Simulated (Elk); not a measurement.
Worked example: self-consistent single point of SiSnPt₅ (P4/mmm, 7 atoms in the cell) in Elk.

Computed with PBEsol, all-electron FP-LAPW, Elk's shipped species files, default APW+lo basis (Elk).

```
CELL_PARAMETERS angstrom
      4.04672     0.00000     0.00000
      0.00000     4.04672     0.00000
      0.00000     0.00000     7.15583
ATOMIC_POSITIONS crystal
  Si 0.00000 0.00000 0.50000
  Sn 0.50000 0.50000 0.00000
  Pt 0.00000 0.50000 0.29555
  Pt 0.00000 0.50000 0.70445
  Pt 0.50000 0.00000 0.29555
  Pt 0.50000 0.00000 0.70445
  Pt 0.00000 0.00000 0.00000
```

Reference input (self-consistent single point, DFT, LDA (PW92), all-electron FP-LAPW, Elk's shipped species files, default APW+lo basis): xctype = 3; rgkmax = 7; stype = 3; swidth = 0.00183747 Ha; ngridk = 5 5 3; rmtscf = 0.88. This run's input differs from it in these lines:

```diff
@@ -4,3 +4,3 @@
 xctype
-  3
+  22
```

Output, abridged:

```
│ Self-consistent loop started │
│ Loop number : 1 │
 total energy                :     -98613.4265383
│ Loop number : 2 │
 total energy                :     -98616.9032078
RMS change in Kohn-Sham potential (target) :   0.3679396554     (  0.1000000000E-05)
Absolute change in total energy (target)   :    3.476669476     (  0.1000000000E-03)
│ Loop number : 3 │
 total energy                :     -98620.5370996
RMS change in Kohn-Sham potential (target) :   0.3522780570     (  0.1000000000E-05)
Absolute change in total energy (target)   :    4.503059163     (  0.1000000000E-03)
│ Loop number : 4 │
   [... lines left out ...]
Absolute change in total energy (target)   :   0.4664189764E-03 (  0.1000000000E-03)
│ Loop number : 16 │
 total energy                :     -98674.1984804
RMS change in Kohn-Sham potential (target) :   0.2591740570E-06 (  0.1000000000E-05)
Absolute change in total energy (target)   :   0.3396805405E-03 (  0.1000000000E-03)
│ Loop number : 17 │
 total energy                :     -98674.1984818
RMS change in Kohn-Sham potential (target) :   0.1700828976E-06 (  0.1000000000E-05)
Absolute change in total energy (target)   :   0.8349123527E-04 (  0.1000000000E-03)
Convergence targets achieved

│ Loop number : 18 │

Energies :
 Fermi                       :     0.371667220261
 total energy                :     -98674.1984543

Density of states at Fermi energy :    32.22046480
 (states/Hartree/unit cell)

Estimated indirect band gap :   0.1571974195E-01
 from k-point      4 to k-point      7
Estimated direct band gap   :   0.2064048577E-01
 at k-point      7

Charges :
 core                        :    280.0000000
 valence                     :    174.0000000
 interstitial                :    13.38576333
 muffin-tins (core leakage)
  species :    1 (Si)
   atom    1                 :    11.56273322     (  0.5083475461E-02)
  species :    2 (Sn)
   atom    1                 :    47.26516130     (  0.4295991227E-03)
  species :    3 (Pt)
   [... lines left out ...]
   atom    3                 :    76.36306164     (  0.9071711536E-03)
   atom    4                 :    76.36306164     (  0.9071711536E-03)
   atom    5                 :    76.33409557     (  0.9083023162E-03)
 total in muffin-tins        :    440.6142367
 total calculated charge     :    453.9691892
 total charge                :    454.0000000
 error                       :   0.3081079973E-01

│ Self-consistent loop stopped │
```

The run converged in 18 iterations. The count includes the last loop, which Elk runs after its targets are met. 

The starting cell comes from a database of computed structures (which also holds hypothetical and non-ambient phases and stackings), without a prior relaxation at this level. Its lattice was rescaled by a random factor within 2.5 % of one. Spin-orbit coupling is off. Spin polarisation is off. Values depend on the basis (sphere radii, cutoffs, local orbitals), which need not be converged. The log's line on a gap gives a spacing of levels on this mesh, which the program prints for metals too.

Cost on one core of a shared machine: roughly 30 s.
